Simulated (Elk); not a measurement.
Elk run on Be (P6_3/mmc, 4 atoms in the cell): self-consistent single point.

Level of theory: PBEsol, all-electron FP-LAPW, Elk's shipped species files, APW+lo basis with extra local orbitals in Elk 10.2.4.

```xyz
4
Lattice="2.3215 0.0000 0.0000 -1.1608 2.0105 0.0000 0.0000 0.0000 7.4696" Properties=species:S:1:pos:R:3 pbc="T T T"
Be     0.0000     0.0000     0.0000
Be     0.0000     0.0000     3.7348
Be     0.0000     1.3403     1.8674
Be     1.1608     0.6702     5.6022
```

Reference input (self-consistent single point, DFT, PBE, all-electron FP-LAPW, Elk's shipped species files, APW+lo basis with extra local orbitals): xctype = 20; rgkmax = 7.5; stype = 0; swidth = 0.00999582 Ha; ngridk = 16 16 5; gmaxvr = 14 1/bohr; nxlo = 2; lorbcnd = true; lmaxi = 3. This run's input differs from it in these lines:

```diff
@@ -4,3 +4,3 @@
 xctype
-  20
+  22
```

Output, abridged:

```
│ Self-consistent loop started │
│ Loop number : 1 │
 total energy                :     -59.0846880584
│ Loop number : 2 │
 total energy                :     -59.0818313746
RMS change in Kohn-Sham potential (target) :    11.34991711     (  0.1000000000E-05)
Absolute change in total energy (target)   :   0.2856683850E-02 (  0.1000000000E-03)
│ Loop number : 3 │
 total energy                :     -58.9257523220
RMS change in Kohn-Sham potential (target) :    5.779226337     (  0.1000000000E-05)
Absolute change in total energy (target)   :   0.1567932235     (  0.1000000000E-03)
│ Loop number : 4 │
   [... lines left out ...]
Absolute change in total energy (target)   :   0.1180743751E-03 (  0.1000000000E-03)
│ Loop number : 12 │
 total energy                :     -58.7429634782
RMS change in Kohn-Sham potential (target) :   0.6711449223E-05 (  0.1000000000E-05)
Absolute change in total energy (target)   :   0.2927649684E-04 (  0.1000000000E-03)
│ Loop number : 13 │
 total energy                :     -58.7429636123
RMS change in Kohn-Sham potential (target) :   0.2318425807E-06 (  0.1000000000E-05)
Absolute change in total energy (target)   :   0.7185043359E-05 (  0.1000000000E-03)
Convergence targets achieved

│ Loop number : 14 │

Energies :
 Fermi                       :     0.245243348372
 total energy                :     -58.7429636287

Density of states at Fermi energy :    5.835697885
 (states/Hartree/unit cell)

Estimated indirect band gap :   0.6035922269E-02
 from k-point     14 to k-point     90
Estimated direct band gap   :   0.1370837226E-01
 at k-point     90

Charges :
 core                        :    8.000000000
 valence                     :    8.000000000
 interstitial                :    4.697551347
 muffin-tins (core leakage)
  species :    1 (Be)
   atom    1                 :    2.827355181     (  0.1193441643E-02)
   atom    2                 :    2.827355181     (  0.1193441643E-02)
   atom    3                 :    2.823869145     (  0.1192576911E-02)
   atom    4                 :    2.823869145     (  0.1192576911E-02)
 total in muffin-tins        :    11.30244865
 total calculated charge     :    15.99407315
 total charge                :    16.00000000
 error                       :   0.5926847483E-02

│ Self-consistent loop stopped │
```

The run converged in 14 iterations. The count includes the last loop, which Elk runs after its targets are met. 

The starting cell was generated: these elements placed on a structure prototype, without a prior relaxation; it need not be a known phase or ordering of this composition. Its lattice was rescaled by a random factor within 2.5 % of one. Values depend on the basis (sphere radii, cutoffs, local orbitals), which need not be converged. The log's line on a gap gives a spacing of levels on this mesh, which the program prints for metals too.

Cost on one core of a shared machine: roughly 60 s.
